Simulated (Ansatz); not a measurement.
**How the elastic constant C11 of rutile MgH2 moves with the method**

No measured value is used here.

```csv
level (code),value (GPa),cell (Å³/atom)
LDA (Ansatz),…,9.72
PBE (Ansatz),70.0,10.24
PBEsol (Ansatz),68.4,10.04
r²SCAN (Ansatz),76.6,10.04
```

Problem. What belongs in the gaps?

Solution. 
- LDA (Ansatz, a first-principles code), value (GPa): 71.7

Each level is taken at its own relaxed cell. Cutoffs differ between the levels. Ansatz's density-functional and Hartree–Fock values are scalar-relativistic unless marked +SOC, with PAW data made under PBE.
